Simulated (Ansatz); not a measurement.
## Hf_O (monoclinic HfO2 host)

Calculation: PBE, PAW (plane waves to 420 eV; Ansatz, a program for electronic structure). Cell: 96 sites, 2×2×2 repeats of a cell of 12 atoms; final energies on a 2×2×2 shifted mesh. Site at the start: the O(2) site. Energies of charged states are corrected for periodic images (point charge plus alignment at distant sites). Dielectric constants: PBE linear response of the host. Host gap at this level: 4.04 eV. Finite-size and sampling errors can reach tenths of an eV here. Levels are measured in PBE's own, too narrow, gap. Spin–orbit coupling is left out, which matters for these heavy elements. Each state is the lowest found from its start.

Formation energies E_f are given with the Fermi level at the valence-band maximum. Chemical conditions: Hf-rich (Δμ(Hf) = 0.00 eV, Δμ(O) = -5.19 eV; only phases computed here count, gases as isolated molecules at 0 K); O-rich (Δμ(Hf) = -10.38 eV, Δμ(O) = 0.00 eV; only phases computed here count, gases as isolated molecules at 0 K). Reference phases: Hf: hcp Hf, O: O2 molecule in a box.

In at least one state atoms left their starting sites on relaxation (a large move, or an atom on the emptied site), so the name describes the start.

Charges with a result: +4, +3, +2, +1, 0. Others weren't obtained, and one of them could lie lower, also by skipping a charge.

```json
[
 {"charge": "+4†", "moment (μB)": "not spin-polarised", "point group": "–", "largest move off a lattice site (Å)": "2.09", "image correction with alignment (eV)": "2.64", "E_f, Hf-rich (eV)": "–", "E_f, O-rich (eV)": "–", "above the lowest spin state (eV)": "0.00"},
 {"charge": "+3", "moment (μB)": "1.0", "point group": "C1", "largest move off a lattice site (Å)": "2.02", "image correction with alignment (eV)": "1.73", "E_f, Hf-rich (eV)": "-3.69", "E_f, O-rich (eV)": "11.88", "above the lowest spin state (eV)": "0.00"},
 {"charge": "+2", "moment (μB)": "0.0", "point group": "C1", "largest move off a lattice site (Å)": "2.12", "image correction with alignment (eV)": "1.00", "E_f, Hf-rich (eV)": "-0.91", "E_f, O-rich (eV)": "14.66", "above the lowest spin state (eV)": "0.00"},
 {"charge": "+2", "moment (μB)": "not spin-polarised", "point group": "C1", "largest move off a lattice site (Å)": "2.12", "image correction with alignment (eV)": "1.00", "E_f, Hf-rich (eV)": "-0.91", "E_f, O-rich (eV)": "14.66", "above the lowest spin state (eV)": "0.00"},
 {"charge": "+1", "moment (μB)": "1.0", "point group": "C1", "largest move off a lattice site (Å)": "2.03", "image correction with alignment (eV)": "0.42", "E_f, Hf-rich (eV)": "2.33", "E_f, O-rich (eV)": "17.91", "above the lowest spin state (eV)": "0.00"},
 {"charge": "0", "moment (μB)": "not spin-polarised", "point group": "C1", "largest move off a lattice site (Å)": "1.97", "image correction with alignment (eV)": "0.00", "E_f, Hf-rich (eV)": "5.85", "E_f, O-rich (eV)": "21.42", "above the lowest spin state (eV)": "0.00"},
 {"charge": "0", "moment (μB)": "0.0", "point group": "C1", "largest move off a lattice site (Å)": "1.97", "image correction with alignment (eV)": "0.00", "E_f, Hf-rich (eV)": "5.85", "E_f, O-rich (eV)": "21.42", "above the lowest spin state (eV)": "0.00"}
]
```

† Not settled in this cell, so no level is given: charge +4: an image correction of 2.6 eV.

Point groups are those of the whole cell at tolerances of 0.03 and 0.1 Å ("near" where only the looser one holds); none is given for unsettled states.

Starting moments that weren't kept: charge +2 began with 2 μB and ended with 0.0; charge 0 began with 2 μB and ended with 0.0.

Transition levels above the valence-band maximum: ε(+3/+2) = 2.78 eV; ε(+2/+1) = 3.24 eV; ε(+1/0) = 3.52 eV. With a charge missing or unsettled, these needn't be thermodynamic levels.

Flagged in the runs: a host whose relaxation on this sampling wasn't shown to rest.

All states together cost about 30 core-hours (a rough figure).
